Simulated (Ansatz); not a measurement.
Levels about the gap of amorphous Al₂₈O₄₇Ta₂ (77 atoms in a cell of 857 Å³, 3.62 g/cm³; zone centre alone, so wide bands show as single levels with stretches between that a denser mesh fills), at the geometry that PBE relaxed, where it gives 1.4 GPa on a denser mesh. The participation number counts the atoms over which a state spreads; weights are charges in smoothed Voronoi cells. The levels come from a single point, so bond lengths are those of that geometry. Method of the levels: PBE, scalar-relativistic without spin-orbit coupling (Ansatz, a quantum-chemistry and plane-wave program). Sampling: the zone centre alone; Fermi-Dirac width 0.02 eV; no spin polarisation. At PBE the levels at the filled edge of the gap are localised (band-tail or defect states), and the nearest spread-out levels lie 4.0 eV apart at the zone centre.

The cell was made by melting and quenching with the CHGNet potential and then relaxed with DFT. O atoms were pushed apart under 1.9 Å during the dynamics, to hinder bonds among them. The hot cell started wider than the set density and was brought back towards it in steps. It is the lowest in DFT energy of 2 quenches. It is a model cell: composition and starting density were chosen by hand, and all elements were melted together. No dispersion term was used. Its density started from a set value of 3.62 and ended at 3.62 g/cm³. The quench (nominally 410 K/ps over its main leg) was far faster than any real one, so the model tends to hold more defects than a real film. A cell of this size samples the disorder only roughly. The volume was held where the preparation left it and the shape relaxed, at a PBE pressure of 1.4 GPa. Stress components on the final sampling reach 1.4 GPa.

| E - E(highest filled), eV | filling | participation number | largest on | weight O | weight Ta | weight Al |
|---|---|---|---|---|---|---|
| -0.41 | filled | 9.4 | O, 3 neighbours | 0.95 | 0.00 | 0.05 |
| -0.37 | filled | 15.6 | O, 2 neighbours | 0.95 | 0.00 | 0.05 |
| -0.31 | filled | 4.7 | O, 2 neighbours | 0.95 | 0.00 | 0.05 |
| -0.27 | filled | 9.3 | O, 3 neighbours | 0.95 | 0.00 | 0.05 |
| -0.16 | filled | 9.9 | O, 2 neighbours | 0.95 | 0.00 | 0.04 |
| -0.08 | filled | 6.9 | O, 3 neighbours | 0.95 | 0.00 | 0.05 |
| 0.00 | filled | 8.4 | O, 3 neighbours | 0.95 | 0.00 | 0.04 |
| 3.63 | empty | 14.1 | Ta, 6 neighbours | 0.51 | 0.26 | 0.24 |
| 3.77 | empty | 4.2 | Ta, 6 neighbours | 0.37 | 0.57 | 0.06 |
| 3.93 | empty | 9.5 | Ta, 6 neighbours | 0.44 | 0.40 | 0.16 |
| 4.12 | empty | 3.0 | Ta, 6 neighbours | 0.37 | 0.56 | 0.06 |
| 4.14 | empty | 3.1 | Ta, 6 neighbours | 0.38 | 0.56 | 0.06 |
| 4.26 | empty | 2.9 | Ta, 6 neighbours | 0.39 | 0.56 | 0.05 |
| 5.34 | empty | 4.6 | Ta, 6 neighbours | 0.45 | 0.44 | 0.10 |

Most localised among these is the empty level at +4.26 eV, on a Ta atom, which has 6 neighbours (O 1.80 Å, O 1.89 Å, O 1.92 Å, O 1.94 Å, O 2.25 Å, O 2.47 Å).
